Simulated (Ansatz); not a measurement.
System: MoS₂ (P-6m2, No. 187, 9 atoms in the cell; start mp-1025874; a measured phase of this formula has another space group). Method: LDA (Ansatz, a first-principles code, plane waves, PAW).

Run with plane-wave cutoff 520 eV, 12×12×2 k mesh (along the axes of the cell as run), Fermi–Dirac smearing 0.01 eV, no spin polarisation, scalar-relativistic PAW data made under PBE.

Cell (relaxed at this level):

```xyz
9
Lattice="3.1214 0.0000 0.0000 -1.5607 2.7032 0.0000 0.0000 0.0000 27.6420" Properties=species:S:1:pos:R:3 pbc="T T T"
Mo     1.5607     0.9011     0.0000
Mo     0.0000     1.8022    21.6066
Mo     0.0000     1.8022     6.0354
S      0.0000     1.8022     1.5544
S      0.0000     1.8022    26.0876
S      1.5607     0.9011    23.1615
S      1.5607     0.9011     4.4806
S      1.5607     0.9011     7.5873
S      1.5607     0.9011    20.0547
```

Question: Predict the band gap, smallest direct gap on the k points sampled and Γ–Γ gap.

Answer: 
- band gap = 0.95 eV
- smallest direct gap on the k points sampled = 1.79 eV
- Γ–Γ gap = 2.25 eV

Spin–orbit coupling is not included.

Static lattice: no zero-point or thermal effects.

A start named mp-… is a Materials Project structure, which need not be a measured phase.
